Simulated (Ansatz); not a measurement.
Consider MoS2 in the fluorite structure (space group Fm-3m, No. 225; a = 5.948 Å; ferromagnetic; a hypothetical phase, not in the database extracts checked).

The values are results of DFT with PBE, PAW potentials and a 420 eV plane-wave cutoff in Ansatz (a first-principles code), no spin-orbit coupling, not measurements.

One change was made to it. Results:

```tsv
quantity	base	after
largest site moment	1.37 μB	1.25 μB
shortest interatomic distance	2.576 Å	2.528 Å
magnetic state	ferromagnetic	ferromagnetic
```

Q: Which of these changes matches the shifts?
A) pressure −1 GPa
B) pressure 7.5 GPa
C) pressure 0.7 GPa

A: B, pressure 7.5 GPa. For comparison, the shortest interatomic distance in the other runs: pressure 0.7 GPa gives 2.571 Å; pressure −1 GPa gives 2.583 Å.

The magnetic state is the one reached from the starting moments; the real material's order can differ, and small cells can't hold many antiferromagnetic ones. Load acts through the strain it causes; cell and atoms are relaxed under it. No phonon test of stability was made. Competing high-pressure phases were not computed.
